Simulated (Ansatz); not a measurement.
**How far to go with the k-point mesh: RbAu₅ (P6mm, 6 atoms in the cell)**

```xyz
6
Lattice="5.8473 0.0000 0.0000 -2.9237 5.0639 0.0000 0.0000 0.0000 4.5233" Properties=species:S:1:pos:R:3 pbc="T T T"
Rb     0.0000     0.0000     0.0500
Au     2.9237     1.6880     0.0000
Au     0.0000     3.3759     0.0000
Au     2.9237     0.0000     2.2617
Au     1.4618     2.5320     2.2617
Au    -1.4618     2.5320     2.2617
```

Method of the run: PBEsol, default PAW files made with PBE (plane waves; Ansatz, a quantum-chemistry and plane-wave program).

Base settings: basis.ecutwfc = 420 eV; kpoints.mp_grid.grid = 7 7 7; hamiltonian.xc = pbesol; hamiltonian.pseudopotentials = {kind: paw} (the program's default PAW files); scf.occupations.method = fermi_dirac; scf.occupations.width = 0.1 eV.

Only quantities that move along the ladder and can be compared are tabulated.

The count of work is k-points × plane waves × bands × iterations; it is no time. 

The starting cell comes from a database of computed structures (which also holds hypothetical and non-ambient phases and stackings), without a prior relaxation at this level. Its lattice was rescaled by up to half a per cent. One atom was moved a little off its site on purpose. In the base run, with a pressure of about -4 GPa the cell is away from its equilibrium volume at this level. Ansatz's pressure includes its estimate of the finite-basis (Pulay) stress.

Steps (kpoints.mp_grid.grid): 1 1 1; 1 1 2; 2 2 2; 2 2 3; 3 3 3; 4 4 4; 5 5 5; 6 6 6; 7 7 7; 7 7 8; 9 9 10; 13 13 14.

Task: What is the coarsest kpoints.mp_grid.grid that holds the free energy within 5 meV/atom of the last step, with all finer ones?

Result: 4 4 4, at 0.083 of the last step's count of work; the step before is off by 16 meV/atom.

Task: What is the coarsest kpoints.mp_grid.grid that holds the pressure within 1 GPa of the last step, with all finer ones?

Result: 3 3 3, at 0.036 of the last step's count of work; the step before is off by 1.1 GPa.

Task: What is the coarsest kpoints.mp_grid.grid that holds the forces within 0.005 eV/Å of the last step, with all finer ones?

Result: 3 3 3, at 0.036 of the last step's count of work; the step before is off by 0.010 eV/Å.

```csv
kpoints.mp_grid.grid,free energy less the last step's (meV/atom),pressure (GPa),largest difference of a force vector from the last step's (eV/Å),count of work / last
1 1 1,1141.09,10.77,0.025,0.011
1 1 2,939.13,5.73,0.008,0.020
2 2 2,29.97,-2.99,0.005,0.032
2 2 3,104.94,-3.14,0.010,0.032
3 3 3,16.20,-3.82,0.003,0.036
4 4 4,-1.60,-4.35,0.001,0.083
5 5 5,1.88,-4.28,0.001,0.089
6 6 6,-1.84,-4.29,0.001,0.19
7 7 7,1.09,-4.24,0.000,0.19
7 7 8,-0.13,-4.27,0.000,0.28
9 9 10,-0.34,-4.26,0.000,0.43
13 13 14,0.00,-4.26,0.000,1.0
```

Keys are those of Ansatz 0.2.
